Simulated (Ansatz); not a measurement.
# Short convergence ladders for Pt₃Ti (Pm-3m, 4 atoms in the cell)

```yaml
crystal:
  lattice:
    - [3.93960, 0.00000, 0.00000]
    - [0.00000, 3.93960, 0.00000]
    - [0.00000, 0.00000, 3.93960]
  atoms:
    - { symbol: Ti, position: [0.00000, 0.00000, 0.00000] }
    - { symbol: Pt, position: [0.00000, 0.50000, 0.50000] }
    - { symbol: Pt, position: [0.50000, 0.00000, 0.50000] }
    - { symbol: Pt, position: [0.50000, 0.50000, 0.00000] }
```

Base method: PBE (plane waves, PAW; Ansatz, an electronic-structure program).

Base settings: basis.ecutwfc = 420 eV; kpoints.mp_grid.grid = 8 8 8; hamiltonian.xc = pbe; hamiltonian.pseudopotentials = {kind: paw} (the program's default PAW files); scf.occupations.method = gaussian; scf.occupations.width = 0.1 eV.

The count of work is k-points × plane waves × bands × iterations; it is no time. Core times come from one kind of shared machine, to one figure; runs under 30 s give none.

**Zone-centre phonons against the cutoff**

In this ladder: phonons.method = dfpt.

The mesh stays at the base's, so the ladder's end is converged at best in this setting alone.

Frequencies are those of the unrelaxed cell, without the LO-TO term of polar crystals.

Only quantities that move along the ladder and can be compared are tabulated.

```tsv
basis.ecutwfc	highest zone-centre frequency (cm⁻¹)	lowest optical frequency (cm⁻¹)	core time / last (rough)
210 eV	182.9	77.8	0.2
250 eV	227.3	116.5	0.3
295 eV	171.0	100.4	0.3
355 eV	167.4	98.2	0.5
420 eV	167.5	98.3	0.6
630 eV	167.4	98.2	1
```

Coarsest basis.ecutwfc that holds the lowest optical frequency within 2 cm⁻¹ of the last step, with all finer ones: 355 eV; the step before is off by 2.2 cm⁻¹.

Coarsest basis.ecutwfc that holds the highest zone-centre frequency within 5 cm⁻¹ of the last step, with all finer ones: 295 eV, at about 0.3 of the last step's time; the step before is off by 60 cm⁻¹.

**Zone-centre phonons against the mesh**

In this ladder: phonons.method = dfpt.

Frequencies are those of the unrelaxed cell, without the LO-TO term of polar crystals.

Only quantities that move along the ladder and can be compared are tabulated.

```tsv
kpoints.mp_grid.grid	highest zone-centre frequency (cm⁻¹)	lowest optical frequency (cm⁻¹)	core time / last (rough)
2 2 2	127.9	-72.5	–
4 4 4	172.5	101.0	0.02
7 7 7	169.0	100.4	0.04
10 10 10	168.4	99.3	0.1
15 15 15	168.7	99.2	0.5
19 19 19	168.7	99.3	1
```

Coarsest kpoints.mp_grid.grid that holds the highest zone-centre frequency within 10 cm⁻¹ of the last step, with all finer ones: 4 4 4, at about 0.02 of the last step's time; the step before is off by 41 cm⁻¹.

Coarsest kpoints.mp_grid.grid that holds the lowest optical frequency within 5 cm⁻¹ of the last step, with all finer ones: 4 4 4, at about 0.02 of the last step's time; the step before is off by 170 cm⁻¹.

**The size of a vacancy's supercell**

On Pt3Ti (Pm-3m, 8 atoms in the cell), and larger cells.

Steps: 2 x 1 x 1 supercell, one Pt atom taken out, nothing relaxed; 2 x 2 x 1 supercell, one Pt atom taken out, nothing relaxed; and so on, with the mesh thinned in proportion.

Only quantities that move along the ladder and can be compared are tabulated.

| atoms | energy of the cell with the vacancy less the whole one (holds the removed atom on the program's zero: only its change counts) (eV) | count of work / last |
|---|---|---|
| 8 | 12525.248 | 0.29 |
| 16 | 12525.230 | 0.76 |
| 32 | 12525.055 | 1.0 |

Smallest size that holds the energy of the cell with the vacancy less the whole one (holds the removed atom on the program's zero: only its change counts) within 0.1 eV: not settled: the last two steps still differ by 0.17 eV, over half the tolerance, so the ladder does not show it.

On the base run: the starting cell has typed, rounded lattice constants, without a prior relaxation at this level. Its lattice was rescaled by up to half a per cent. Spin polarisation is off.

Left out of this page: 1 run of the series stopped by limits of time or memory.

Keys are those of Ansatz 0.2.
